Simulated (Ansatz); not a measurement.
Partial pair distribution functions of a relaxed model of amorphous Si$_{16}$Al$_{8}$O$_{44}$, broadened by 0.06 Å; density 2.82 g/cm³. Computed with PBE, scalar-relativistic without spin-orbit coupling (plane waves to 420 eV, PAW; Ansatz, a quantum-chemistry and plane-wave program).

A CHGNet melt-quench gave the starting glass, which DFT then relaxed. O atoms were pushed apart under 1.9 Å during the dynamics, to hinder bonds among them. It is the lowest in DFT energy of 2 quenches. It is a model cell: composition and starting density were chosen by hand, and all elements were melted together. No dispersion term was used. Its density started from a set value of 2.82 and ended at 2.82 g/cm³. The simulated quench (nominally 280 K/ps over its main leg) is rapid and tends to freeze in more defects than a deposited or slowly cooled glass has. Values belong to this one cell and scatter from quench to quench. The volume was held where the preparation left it, at a PBE pressure of 5.4 GPa. Stress components on the final sampling reach 7.6 GPa.

| r (Å) | g Si-O | g Al-O | g Si-Si | g Al-Al |
|---|---|---|---|---|
| 1.35 | 0.00 | 0.00 | 0.00 | 0.00 |
| 1.45 | 0.36 | 0.00 | 0.00 | 0.00 |
| 1.55 | 6.77 | 0.12 | 0.00 | 0.00 |
| 1.65 | 11.88 | 3.19 | 0.00 | 0.00 |
| 1.75 | 2.68 | 8.13 | 0.00 | 0.00 |
| 1.85 | 0.22 | 4.41 | 0.00 | 0.00 |
| 1.95 | 0.01 | 2.00 | 0.00 | 0.00 |
| 2.05 | 0.00 | 0.97 | 0.00 | 0.00 |
| 2.15 | 0.00 | 0.28 | 0.00 | 0.00 |
| 2.25 | 0.00 | 0.01 | 0.00 | 0.00 |
| 2.35 | 0.00 | 0.02 | 0.00 | 0.00 |
| 2.45 | 0.00 | 0.18 | 0.00 | 0.05 |
| 2.55 | 0.01 | 0.28 | 0.00 | 1.17 |
| 2.65 | 0.08 | 0.29 | 0.07 | 1.58 |
| 2.75 | 0.11 | 0.20 | 1.34 | 0.24 |
| 2.85 | 0.39 | 0.36 | 4.06 | 1.30 |
| 2.95 | 0.44 | 0.51 | 4.06 | 1.05 |
| 3.05 | 0.48 | 0.45 | 2.34 | 1.88 |
| 3.15 | 0.84 | 0.39 | 0.83 | 2.86 |
| 3.25 | 1.03 | 0.56 | 0.13 | 1.23 |
| 3.35 | 1.15 | 0.65 | 0.17 | 0.97 |
| 3.45 | 1.56 | 1.26 | 0.23 | 3.42 |
| 3.55 | 1.61 | 1.33 | 0.05 | 2.07 |
| 3.65 | 1.30 | 1.37 | 0.24 | 0.26 |
| 3.75 | 1.39 | 1.65 | 0.38 | 0.00 |
| 3.85 | 1.11 | 2.01 | 0.80 | 0.00 |
| 3.95 | 1.05 | 1.75 | 1.04 | 0.00 |
| 4.05 | 1.47 | 1.45 | 0.86 | 0.00 |
| 4.15 | 1.84 | 1.32 | 0.39 | 0.08 |
| 4.25 | 1.64 | 1.22 | 0.97 | 0.80 |
| 4.35 | 1.13 | 1.47 | 1.10 | 1.65 |
| 4.45 | 0.97 | 1.19 | 1.36 | 1.35 |
| 4.55 | 0.81 | 0.84 | 1.75 | 0.79 |
| 4.65 | 0.75 | 0.50 | 1.03 | 1.28 |

Within 1.94 Å each Si has 4.00 O neighbours on average.
